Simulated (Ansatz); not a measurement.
Band structure of Sc₂V (Fd-3m, 6 atoms in the cell).

```xyz
6
Lattice="0.0000 4.3725 4.3725 4.3725 0.0000 4.3725 4.3725 4.3725 0.0000" Properties=species:S:1:pos:R:3 pbc="T T T"
Sc     1.0931     1.0931     1.0931
Sc     1.0931     3.2794     3.2794
Sc     3.2794     1.0931     3.2794
Sc     3.2794     3.2794     1.0931
V      6.5587     6.5587     6.5587
V      4.3725     4.3725     4.3725
```
Moments meant for the start (each program seeds them in its own way; μB, in the order of the atoms Sc Sc Sc Sc V V): 0.0 0.0 0.0 0.0 2.0 2.0.

Level of theory: PBE (plane waves, PAW; Ansatz, a first-principles code).

Settings: kpoints.mp_grid.grid = 5 5 5; hamiltonian.xc = pbe; hamiltonian.pseudopotentials = {kind: paw} (the program's default PAW files); magnetization.spin_polarized = true; scf.occupations.method = methfessel_paxton; scf.occupations.width = 0.0073 Ry; kpoints.band_path.npoints = 10.

The starting cell was generated: these elements placed on a structure prototype, without a prior relaxation; it need not be a known phase or ordering of this composition. The magnetic order is the one reached from the typed start; others were not searched systematically. The program warned that, by what it read of turns of the moments, another magnetic order lies lower.

Levels in eV from the Fermi level, bands 36 to 43 of the first spin channel:
```csv
point,36,37,38,39,40,41,42,43
Γ,-0.70,-0.70,-0.34,-0.34,0.39,0.39,0.39,0.65
X,-0.68,-0.61,-0.61,0.07,0.07,0.59,0.59,0.83
W,-0.49,-0.46,-0.46,0.11,0.11,0.38,0.38,0.80
K,-0.54,-0.50,-0.43,0.04,0.12,0.32,0.47,0.83
L,-0.58,-0.38,-0.04,-0.04,0.04,0.20,0.33,0.33
U,-0.54,-0.50,-0.43,0.04,0.12,0.32,0.47,0.83
```

Bands cross the Fermi level along this path, so the cell is metallic at this level.

The net moment of the cell came out as 7.49 μB.

Keys are those of Ansatz 0.2.
